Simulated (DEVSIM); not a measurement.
Device: Au/SiO2/n-Si capacitor, at 400 K.

```tsv
layer (left to right)	material	thickness (nm)	Nd (cm⁻³)
1	SiO2	1.50	-
2	Si	2200	7e16
```

Metal gate on the left, work function 5.1 eV. Fixed charge at the semiconductor interface -8.8e11 cm⁻² (in units of +e); no interface traps.

Constants are typed, rounded textbook-type inputs, not results; the design itself was drawn at random and stands for no fabricated device. Values at 300 K; Nc and Nv go as T^1.5, mobilities as T to minus their exponent, the gap by Varshni's rule with the affinity fixed.

```
parameter         SiO2        Si
----------------  ----  --------
gap (eV)             9     1.124
affinity (eV)      0.9      4.05
permittivity       3.9      11.7
Nc (cm⁻³)            -   2.86e19
Nv (cm⁻³)            -    3.1e19
Varshni α (eV/K)     -  0.000473
Varshni β (K)        -       636
```

DEVSIM, 1D Poisson equation in equilibrium, Boltzmann statistics, complete ionisation; no quantum confinement or tunnelling. Metal contacts follow the ideal Schottky-Mott rule: no Fermi-level pinning, no interface dipoles.

The SiO2 thickness was swept, all else fixed.

```tsv
SiO2 thickness (μm)	flat-band voltage (V)	minimum of the low-frequency capacitance (μF/cm²)	capacitance of the dielectric stack (μF/cm²)
0.0006	0.85	0.109	5.76
0.00083	0.86	0.109	4.16
0.001	0.87	0.108	3.45
0.0013	0.88	0.107	2.66
0.0015	0.89	0.106	2.30
0.0018	0.90	0.106	1.92
```

From the first row to the last the flat-band voltage goes from 0.85 to 0.90. From the first row to the last the minimum of the low-frequency capacitance goes from 0.109 to 0.106.
